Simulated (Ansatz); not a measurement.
The reference is Al₂Cu (space group I4/mcm, No. 140; a = 6.006 Å, c = 4.791 Å).

Calculations: Ansatz (an electronic-structure program), r2SCAN, PAW, cutoff 500 eV, without spin-orbit coupling, earlier PAW set.

Base values:

Pressure: 0.0 GPa

Now apply this change: every lattice vector is stretched by 5.89 %, atoms relaxed at fixed cell.

Task: How does this affect the energy relative to the base, largest internal atomic displacement and pressure?

Result: The energy increases by 130 meV/atom; the largest internal atomic displacement comes out as 0.019 Å; the pressure (mean of the normal stresses, compression positive) goes from zero to -13.1 GPa.

The cells carry an imposed strain or load. Stability against distortions was not tested. The final runs are not spin-polarised.
